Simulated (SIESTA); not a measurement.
A working SIESTA input for K2GeI6 (Fm-3m, 9 atoms in the cell) (DFT, GGA PBE, numerical atomic orbitals DZP, PseudoDojo PBE standard norm-conserving potentials (rewritten from UPF to PSML)):

```
SystemName  K2GeI6
SystemLabel k2gei6

NumberOfAtoms                9
NumberOfSpecies              3
%block ChemicalSpeciesLabel
  1 19 K
  2 32 Ge
  3 53 I
%endblock ChemicalSpeciesLabel
LatticeConstant              1.0 Ang
%block LatticeVectors
     0.000000000    5.523036000    5.523036000
     5.523036000    0.000000000    5.523036000
     5.523036000    5.523036000    0.000000000
%endblock LatticeVectors
AtomicCoordinatesFormat      Fractional
%block AtomicCoordinatesAndAtomicSpecies
     0.250000000    0.250000000    0.250000000  1
     0.750000000    0.750000000    0.750000000  1
     0.000000000    0.000000000    0.000000000  2
     0.763000000    0.237000000    0.237000000  3
     0.237000000    0.763000000    0.763000000  3
     0.237000000    0.763000000    0.237000000  3
     0.763000000    0.237000000    0.763000000  3
     0.237000000    0.237000000    0.763000000  3
     0.763000000    0.763000000    0.237000000  3
%endblock AtomicCoordinatesAndAtomicSpecies

XC.functional                GGA
XC.authors                   PBE
PAO.BasisSize                DZP
PAO.EnergyShift              0.01 Ry
MeshCutoff                   400 Ry
%block kgrid.MonkhorstPack
    3   0   0  0.0
    0   3   0  0.0
    0   0   3  0.0
%endblock kgrid.MonkhorstPack
OccupationFunction           FD
ElectronicTemperature        1160.45 K

MaxSCFIterations             150
SCF.Mixer.Method             Pulay
SCF.Mixer.Weight             0.1
SCF.Mixer.History            6
SCF.DM.Tolerance             1.0E-05
Diag.ParallelOverK           true
WriteForces                  true
Charge.Mulliken              end
```

The run converged in 11 iterations: free energy E − TS -6173.7871 eV; Fermi level (on the code's own zero) -4.49 eV; pressure 4.64 GPa; largest force (vector length) 1.838 eV/Å. Each of these slips is then made, one at a time:

(1)
```diff
-MeshCutoff                   400 Ry
+MeshCutoff                   400
```

(2)
```diff
-SystemName  K2GeI6
+SystemName  k2gei6
-NumberOfAtoms                9
+NumberOfAtoms                10
```

What happens in each case?


(1) An energy without its unit. The program stopped before any SCF iteration.

(2) An atom count that does not match the list of atoms. The program stopped before any SCF iteration.

The starting cell was generated: these elements placed on a structure prototype, without a prior relaxation; it need not be a known phase or ordering of this composition. Values carry the incompleteness of an atom-centred basis. In the base run, with a pressure of about 5 GPa the cell is away from its equilibrium volume at this level. In the base run, forces exceed 1 eV/Å. The run gives no clean gap (levels at the Fermi energy touch, overlap or are partly filled at this smearing), which alone does not show that the compound is a metal.

Left out of this page: 3 runs of the series outside the window shown, repeating another row's setting, or not comparable; 1 run of the series stopped by limits of time or memory.
